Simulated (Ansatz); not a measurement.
Take GaN in the zinc blende structure (space group F-43m, No. 216; a = 4.549 Å) as the base.

Method: PBE in Ansatz (plane waves to 420 eV, PAW, no spin-orbit coupling).

For the base:

```
Quantity                                           Result
-----------------------------  --------------------------
Gap character                                 direct at Γ
Width of the top valence band                     3.50 eV
Hole mass                      0.14, 0.90, 0.90 mₑ (at Γ)
Band gap                                          1.54 eV
Density                                        5.91 g/cm³
```

Now apply this change: a hydrostatic pressure of 15 GPa.

Q: Predict the new gap character.

A: The gap character is still direct at Γ.

Q: What does the calculation give for the width of the top valence band after the change?

A: The width of the top valence band increases by 0.37 eV, from 3.50 eV to 3.87 eV.

Q: What happens to the hole mass?

A: The hole mass (degenerate bands, along [100]) goes from 0.14, 0.90, 0.90 mₑ (at Γ) to 0.18, 0.86, 0.86 mₑ (at Γ).

Q: How does this affect the band gap?

A: The band gap grows by 0.47 eV, from 1.54 eV to 2.01 eV.

Q: Estimate the effect on the density.

A: The density goes up by 0.45 g/cm³ (5.91 g/cm³ → 6.36 g/cm³).

Load acts through the strain it causes; cell and atoms are relaxed under it. Effective masses come from finite differences of ±0.01 Å⁻¹. No phonon test of stability was made. Tetrahedral semiconductors of this kind turn to denser phases somewhere between about 1 and 50 GPa; those were not computed, so compressed cells here can lie past the real transition. This is not the structure that GaN has at room temperature and ambient pressure.

Ansatz is a first-principles code.
